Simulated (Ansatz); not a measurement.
zinc-blende ZnS (0 0 1) on anatase TiO2 (0 0 1) (film strained to the substrate, started from cuts of the bulks and a machine-learned relaxation; metallic at this level, with no gap by band count; slabs Ti8O16 and S5Zn6, which can lie off the formulas)

A periodic stack without vacuum, zinc-blende ZnS (0 0 1) on anatase TiO2 (0 0 1) (film strained to the substrate, started from cuts of the bulks and a machine-learned relaxation; metallic at this level, with no gap by band count; slabs Ti8O16 and S5Zn6, which can lie off the formulas): substrate slab Ti8O16, film S5Zn6, surface cells [[0, 1], [-1, 0]] and [[1, 0], [1, 1]], film strained by -1.3 and -1.3 %, outermost planes O/O and Zn/Zn as cut, which need not be the usual terminations and can put a slab off its formula.

The start was prepared with a machine-learned potential, and the result is one local minimum, with the in-plane cell held and forces under 0.04 eV/Å; the film can end far from its bulk form.

All values below come from PBE (plane waves to 420 eV, PAW; Ansatz, a quantum-chemistry and plane-wave program). Spin–orbit coupling is left out; the runs are not spin-polarised; PBE gaps are too small against experiment. Its k-point mesh 6×6×1, Fermi–Dirac width 0.05 eV.

The interface area is 14.4 Å². The period is 34.88 Å and the heights between the nearest atoms of the two slabs at the two interfaces is 0.95 and 1.89 Å. The Ti–Zn contacts across the interfaces within 1.22 times the sum of covalent radii is 6, mean 3.18 Å and the O–Zn contacts across the interfaces within 1.22 times the sum of covalent radii is 3, mean 2.05 Å.

```xyz
35
Lattice="3.7984 0.0003 0.0486 0.0001 3.7987 -0.0322 -0.4956 0.3289 34.8700" Properties=species:S:1:pos:R:3 pbc="T T T"
Ti     2.3927     3.2537     1.4099
Ti     0.3913     3.3167     8.5806
O      2.2843     3.3212     9.0413
O      2.3875     1.3531     1.7356
O      0.5000     3.2441     0.7866
O      2.3623     3.2672     3.3362
Ti     0.4265     1.3981     6.1884
Ti     2.3558     1.3720     3.8038
O      0.4521     1.3756     4.1663
O      0.4203     3.3001     6.5866
O      2.3307     1.3933     5.7792
O      0.3960     1.4144     8.1849
Ti     2.2580     3.3389    11.0127
Ti     0.2545     3.3915    18.2068
O      2.1426     3.3977    19.0368
O      2.2528     1.4439    11.4890
O      0.3645     3.3366    10.6017
O      2.2282     3.3565    13.0647
Ti     0.2925     1.4722    15.7923
Ti     2.2238     1.4620    13.4289
O      0.3179     1.4643    13.8994
O      0.2863     3.3767    16.3505
O      2.1960     1.4713    15.5418
O      0.2567     1.4912    18.1111
S      0.2085     1.5146    21.3841
S      0.1296     1.5599    26.9238
S      2.0678     3.4363    24.1632
S      0.0533     1.6086    32.4790
S      1.9906     3.4843    29.7037
Zn     0.1866     3.4253    22.7675
Zn     2.1268     1.5062    20.0033
Zn     0.1093     3.4708    28.2966
Zn     2.0468     1.5485    25.5718
Zn     0.0376     3.5159    33.7624
Zn     1.9708     1.5968    31.1060
```
